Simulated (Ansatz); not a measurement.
Results of PBEsol (plane waves, PAW; Ansatz, a first-principles code) for CaAlHO₂ (model structure, started from the SrVO2H type, P4/mmm, No. 123, 5 atoms in the cell).

Settings: plane-wave cutoff 520 eV, 10×10×10 k mesh, Fermi–Dirac smearing 0.01 eV, scalar-relativistic PAW data made under PBE.

Cell (relaxed at this level):

```xyz
5
Lattice="3.7281 0.0000 0.0000 0.0000 3.7281 0.0000 0.0000 0.0000 3.4483" Properties=species:S:1:pos:R:3 pbc="T T T"
Ca     1.8640     1.8640     1.7242
Al     0.0000     0.0000     0.0000
O      1.8640     0.0000     0.0000
O      0.0000     1.8640     0.0000
H      0.0000     0.0000     1.7242
```

### Question
Give the computed band gap, direct gap at Γ and bulk modulus.

### Answer

band gap: 3.65 eV (on the SCF k mesh)
direct gap at Γ: 5.62 eV
bulk modulus: 144 GPa

Note: the bulk modulus is −V dP/dV from two relaxed cells at ±2 % in volume; the relaxation could raise the start's symmetry but not lower it, so the cell can be a saddle point.

Cost on a shared machine: very roughly 40 core-seconds.

A model structure was made by putting elements into a prototype or built by hand; it is no filed structure, need not be a known phase, and can be a saddle point held by its symmetry.
